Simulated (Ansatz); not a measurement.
Consider interstitial Li in monoclinic ZrO2 strained by +1.5 % along x and y, z held, charge state +1. Method: PBE, PAW (plane waves to 420 eV; Ansatz, a quantum-chemistry and plane-wave program).

Settings: 96 host sites, the strained lattice (strain from the relaxed PBE one, atoms relaxed), the Γ point alone, smearing 0.01 eV, spin-restricted, no image-charge correction. Energies are static. The charge state is imposed; whether it is stable for some Fermi level was not computed. Sites that were not tried may lie lower.

Barriers: single points on a 2×2×2 k-point mesh shifted by half a step at the bands' geometries.

Relaxed starting cell (atoms counted from 1):

```
LiZr32O64
1.0
   10.53436     0.00000     0.00000
    0.00000    10.64080     0.00000
   -1.83419     0.00000    10.60481
Zr O Li
32 64 1
Cartesian
  0.79661   2.40514   3.77317
 -0.12559   2.41910   9.06994
  0.77875   7.72822   3.76881
 -0.12577   7.74025   9.06677
  6.04771   2.40743   3.76452
  5.14370   2.41943   9.05553
  6.04466   7.74837   3.76256
  5.14766   7.73336   9.05794
  3.54559   3.02783   1.52178
  2.64149   2.90390   6.83637
  3.52792   8.17587   1.54182
  2.62381   8.19106   6.85801
  8.82547   2.92101   1.53575
  7.90104   2.90167   6.82612
  8.81416   8.21208   1.53924
  7.90332   8.21196   6.82613
  3.09110   5.09003   4.20057
  2.18849   5.09049   9.46493
  3.04849  10.36717   4.28668
  2.18760  10.38853   9.46529
  8.35553   5.07245   4.17915
  7.44668   5.07119   9.47212
  8.36232  10.39695   4.18411
  7.45178  10.39256   9.45697
  1.18821   0.22924   1.11684
  0.31040   0.23895   6.43702
  1.22754   5.57719   1.10340
  0.32106   5.55465   6.41197
  6.61761   0.23562   1.07898
  5.60670   0.24241   6.41329
  6.53848   5.57981   1.10748
  5.60499   5.56256   6.41046
 -0.43914   0.91734   4.51037
 -1.33571   0.91279   9.81042
 -0.44682   6.23401   4.50126
 -1.36659   6.24667   9.80685
  4.80560   0.92206   4.51372
  3.93537   0.91072   9.80305
  4.81097   6.26489   4.51310
  3.91563   6.24545   9.80358
  4.80133   4.43031   0.77675
  3.87645   4.39234   6.08526
  4.77949   9.76188   0.82825
  3.86797   9.70199   6.12768
 10.05973   4.39711   0.78238
  9.13380   4.39319   6.08468
 10.03861   9.71369   0.77905
  9.12907   9.71953   6.09162
  4.34511   3.61825   3.42009
  3.41685   3.58399   8.73958
  4.32143   8.93855   3.43525
  3.40952   8.88637   8.76301
  9.60669   3.57609   3.44325
  8.68892   3.58088   8.73794
  9.60004   8.90308   3.44132
  8.68669   8.90425   8.73727
  0.03034   1.74081   1.86739
 -0.90313   1.73908   7.16617
  0.00885   7.05932   1.85752
 -0.89811   7.05620   7.15440
  5.25940   1.71396   1.84878
  4.36670   1.73585   7.15640
  5.27917   7.07140   1.84965
  4.36185   7.04648   7.16578
  1.51011   3.93008   5.15219
  0.59487   3.94906  10.45093
  1.48170   9.23809   5.18810
  0.60758   9.25403  10.46298
  6.76490   3.94501   5.14506
  5.85510   3.95939  10.45398
  6.76751   9.27151   5.14897
  5.84888   9.29066  10.45380
  2.89279   1.33459   0.22788
  1.91592   1.34490   5.46818
  2.83725   6.67181   0.13644
  1.92329   6.66675   5.44297
  8.14966   1.38118   0.12769
  7.19096   1.36610   5.42956
  8.11412   6.70129   0.13503
  7.19090   6.68412   5.43554
  2.43870   1.25562   2.81109
  1.45905   1.29167   8.12425
  2.38703   6.62825   2.78632
  1.47138   6.61858   8.09290
  7.64792   1.29668   2.77189
  6.74003   1.28549   8.08108
  7.64573   6.62031   2.78586
  6.73754   6.60655   8.08641
  1.95708   4.04842   2.50367
  1.04854   4.03251   7.80277
  1.95743   9.35333   2.50823
  1.04391   9.34927   7.81752
  7.23689   4.03422   2.49563
  6.31868   4.02390   7.79894
  7.24070   9.35593   2.49760
  6.31720   9.34336   7.80300
  3.93660   0.45546   1.75581
```
Cell charge +1.

End state 1 differs by these moves (Å; atoms that move under 0.08 Å are left out):

```json
[
 {"atom": "6", "element": "Zr", "Δx": "0.10", "Δy": "0.00", "Δz": "-0.02"},
 {"atom": "9", "element": "Zr", "Δx": "-0.04", "Δy": "-0.10", "Δz": "0.12"},
 {"atom": "19", "element": "Zr", "Δx": "0.05", "Δy": "0.02", "Δz": "-0.10"},
 {"atom": "20", "element": "Zr", "Δx": "-0.02", "Δy": "-0.12", "Δz": "0.01"},
 {"atom": "29", "element": "Zr", "Δx": "-0.11", "Δy": "0.01", "Δz": "0.03"},
 {"atom": "43", "element": "O", "Δx": "0.02", "Δy": "-0.08", "Δz": "-0.06"},
 {"atom": "73", "element": "O", "Δx": "0.00", "Δy": "0.06", "Δz": "-0.07"},
 {"atom": "81", "element": "O", "Δx": "-0.07", "Δy": "0.05", "Δz": "0.01"},
 {"atom": "82", "element": "O", "Δx": "0.06", "Δy": "0.03", "Δz": "0.06"},
 {"atom": "97", "element": "Li", "Δx": "0.46", "Δy": "1.74", "Δz": "-2.64"}
]
```

Question: Estimate the forward and backward barriers to end state 1 that PBE, PAW returns for this input.

Answer: forward 0.96 eV, backward 0.96 eV; at the saddle point atom 97 has neighbours O at 1.72, 2 O at 1.77, O at 2.14 Å. The saddle point's order was not checked.

End state 2 differs by these moves (Å; atoms that move under 0.08 Å are left out):

```json
[
 {"atom": "7", "element": "Zr", "Δx": "0.02", "Δy": "-0.14", "Δz": "0.00"},
 {"atom": "9", "element": "Zr", "Δx": "0.02", "Δy": "-0.14", "Δz": "0.01"},
 {"atom": "19", "element": "Zr", "Δx": "-0.05", "Δy": "0.03", "Δz": "-0.08"},
 {"atom": "29", "element": "Zr", "Δx": "-0.05", "Δy": "0.03", "Δz": "-0.08"},
 {"atom": "71", "element": "O", "Δx": "-0.05", "Δy": "0.03", "Δz": "-0.09"},
 {"atom": "73", "element": "O", "Δx": "-0.05", "Δy": "0.03", "Δz": "-0.09"},
 {"atom": "97", "element": "Li", "Δx": "1.74", "Δy": "-0.92", "Δz": "1.78"}
]
```

Question: Give the forward and backward barriers to end state 2 at the level PBE, PAW.

Answer: forward 0.088 eV, backward 0.088 eV; at the saddle point atom 97 has neighbours 2 O at 1.92, O at 1.96, O at 1.98 Å. The saddle point's order was not checked, and it lies on a symmetry element of the cell, where a band can be held.
